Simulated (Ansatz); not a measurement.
Take SnS in the rock salt structure (space group Fm-3m, No. 225; a = 5.744 Å) as the base. Axes: x, y, z lie along the cube axes.

Level of theory: Ansatz (a program for electronic structure), PBEsol, PAW, cutoff 420 eV, without spin-orbit coupling.

Modification: uniaxial strain ε_xx = +0.50 %, all other strain components held at zero; the atoms relax in the strained cell.

**Question.** Predict the stress tensor and what it implies for the stiffness.

**Answer.** Stress of the strained cell less that of the base (GPa, compression positive):
```
  -0.75    0.00    0.00
   0.00   -0.07    0.00
   0.00    0.00   -0.07
```

Then −Δσ_ii/ε with ε = 0.0050 gives relaxed-ion elastic constants: C11 ≈ 149 GPa.

Stability against distortions was not tested.
